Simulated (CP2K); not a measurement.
Band structure of LiYSe₂ (R-3m, 4 atoms in the cell).

```
LiYSe2
1.0
    6.74542     0.00000     0.00000
    5.56661     3.80967     0.00000
    5.56661     1.72246     3.39804
Li Y Se
1 1 2
Direct
  0.50000   0.50000   0.50000
  0.00000   0.00000   0.00000
  0.75109   0.75109   0.75109
  0.24891   0.24891   0.24891
```

Level of theory: PBEsol, GPW, DZVP-MOLOPT-SR-GTH basis, GTH-PBE potentials (GTH_POTENTIALS) run with CP2K.

Settings: CUTOFF = 500 Ry; REL_CUTOFF = 50 Ry; KPOINTS/SCHEME = MONKHORST-PACK 5 5 5; XC_FUNCTIONAL = PBE:PBESOL; Li/BASIS_SET = DZVP-MOLOPT-SR-GTH-q3; Li/POTENTIAL = GTH-PBE-q3; Y/BASIS_SET = DZVP-MOLOPT-SR-GTH-q11; Y/POTENTIAL = GTH-PBE-q11; Se/BASIS_SET = DZVP-MOLOPT-SR-GTH-q6; Se/POTENTIAL = GTH-PBE-q6; METHOD = GPW; EPS_DEFAULT = 1e-11; EXTRAPOLATION = USE_GUESS; NGRIDS = 5.

The starting cell comes from a database of computed structures (which also holds hypothetical and non-ambient phases and stackings), without a prior relaxation at this level. Its lattice was rescaled by a random factor within 2.5 % of one. Values carry the incompleteness of an atom-centred basis. The potentials were made for another functional than the one used.

Question: Predict the gap along the standard path and the places of the band edges.

Answer: The gap along the path is 1.34 eV, from a point between Γ and X|Q to F; the smallest direct gap on it is 2.59 eV.

Levels in eV from the top of the valence band on the SCF mesh, bands 10 to 14:
| point | 10 | 11 | 12 | 13 | 14 |
|---|---|---|---|---|---|
| Γ | -1.88 | -0.15 | -0.15 | 0.00 | 2.78 |
| L | -2.75 | -2.13 | -1.46 | -0.84 | 2.07 |
| Z | -1.79 | -1.79 | -0.33 | -0.33 | 2.75 |
| F | -1.71 | -1.45 | -1.42 | -1.26 | 1.34 |
| P1 | -1.85 | -1.65 | -1.26 | -1.24 | 1.49 |
| P | -1.85 | -1.65 | -1.26 | -1.24 | 1.49 |

Higher empty bands are left out: an atom-centred basis made for the valence describes them poorly.
